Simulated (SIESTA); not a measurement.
Troubleshooting SIESTA: a failed run on Hg3Pb (P6_3/mmc, 8 atoms in the cell). The aim is a self-consistent single point with DFT, GGA PBEsol, numerical atomic orbitals DZP, PseudoDojo PBEsol standard norm-conserving potentials (rewritten from UPF to PSML).

This input was run:

```
# files in the folder: Hg.psml Pb.psml (PseudoDojo PBEsol standard)
SystemName  Hg3Pb
SystemLabel hg3pb

NumberOfAtoms                8
NumberOfSpecies              2
%block ChemicalSpeciesLabel
  1 80 Hg
  2 82 Pb
%endblock ChemicalSpeciesLabel
LatticeConstant              1.0 Bohr
%block LatticeVectors
    12.981813764    0.000000000    0.000000000
    -6.490906882   11.242579759    0.000000000
     0.000000000    0.000000000    9.727913247
%endblock LatticeVectors
AtomicCoordinatesFormat      ScaledCartesian
%block AtomicCoordinatesAndAtomicSpecies
     3.151562473    1.819555321    7.295934935  1
     3.339344409    9.423024438    2.431978312  1
    -0.000000000    3.639110642    2.431978312  1
     6.490906882    7.603469117    7.295934935  1
     9.830251291    1.819555321    7.295934935  1
    -3.339344409    9.423024438    2.431978312  1
     6.490913373    3.747522839    2.431978312  2
    -0.000006491    7.495056920    7.295934935  2
%endblock AtomicCoordinatesAndAtomicSpecies

XC.functional                GGA
XC.authors                   PBEsol
PAO.BasisSize                DZP
PAO.EnergyShift              0.01 Ry
MeshCutoff                   400 Ry
%block kgrid.MonkhorstPack
    5   0   0  0.0
    0   5   0  0.0
    0   0   5  0.0
%endblock kgrid.MonkhorstPack
OccupationFunction           FD
ElectronicTemperature        0.1 eV

MaxSCFIterations             3
SCF.MustConverge             false
SCF.Mixer.Method             Broyden
SCF.Mixer.Weight             0.2
SCF.Mixer.History            6
SCF.DM.Tolerance             1.0E-05
Diag.ParallelOverK           true
WriteForces                  true
Charge.Mulliken              end
```

Output (repeated stretches shortened):

```
        iscf     Eharris(eV)        E_KS(eV)     FreeEng(eV)     dDmax    Ef(eV) dHmax(eV)
   scf:    1   -30680.222188   -30835.265949   -30835.432765  1.933815  1.287190 33.682114
   scf:    2   -31035.308321   -30958.276738   -30958.372786  0.760796  0.057820 12.481720
   scf:    3   -30981.388002   -30972.153091   -30972.243187  0.385037 -0.413592  3.784616
SCF_NOT_CONV: SCF did not converge  in maximum number of steps.
SCF_NOT_CONV: SCF did not converge  in maximum number of steps.
Geom step, scf iteration, dDmax, dHmax:    0     3      0.385037     0.278164
Geom step, scf iteration, dDmax, dHmax:    0     3      0.385037     0.278164

Using DM_out to compute the final energy and forces

   [... lines left out ...]
siesta: FreeEng =    -30972.243187
siesta: Cell volume =        210.389683 Ang**3
siesta:        -109.21023195       -112.94624949  kBar
   [... lines left out ...]
               6dxz    6dx2-y2
   7 15.701   1.916  -0.006   1.176   1.099   1.176  -0.255  -0.182  -0.255
              2.006   2.006   2.005   2.006   2.006   0.206   0.192   0.211

              0.192   0.206
   8 15.701   1.916  -0.006   1.176   1.099   1.176  -0.255  -0.182  -0.255
              2.006   2.006   2.005   2.006   2.006   0.206   0.192   0.211

              0.192   0.206

mulliken: Qtot =      148.000

Mulliken Atomic Populations:
Atom #   charge [q] valence [e]  Species
     1     0.567129   19.432871  Hg
     2     0.567129   19.432871  Hg
     3     0.567130   19.432870  Hg
     4     0.567130   19.432870  Hg
     5     0.567129   19.432871  Hg
     6     0.567129   19.432871  Hg
     7    -1.701389   15.701389  Pb
     8    -1.701389   15.701389  Pb
 Total    -0.000000
```

Task: Diagnose the run.

Result: The fault is an iteration limit that is too low, with the stop on failure switched off. The program then goes on with a density that is not self-consistent. To fix it, raise the limit and let the run stop on failure. The run ended unconverged after 3 iterations.

An input that runs soundly differs in these lines (not the only fix; some lines may just follow from the change or write a value another way):
```diff
-MaxSCFIterations             3
-SCF.MustConverge             false
+MaxSCFIterations             150
```

With that input, the run converged in 15 iterations: free energy E − TS -30973.7448 eV; Fermi level (on the code's own zero) -0.87 eV; pressure -10.30 GPa; largest force (vector length) 0.246 eV/Å (DFT, GGA PBEsol, numerical atomic orbitals DZP, PseudoDojo PBEsol standard norm-conserving potentials (rewritten from UPF to PSML)).

On the sound input: the starting cell comes from a database of computed structures (which also holds hypothetical and non-ambient phases and stackings), without a prior relaxation at this level. Values carry the incompleteness of an atom-centred basis. With a pressure of about -10 GPa the cell is away from its equilibrium volume at this level.
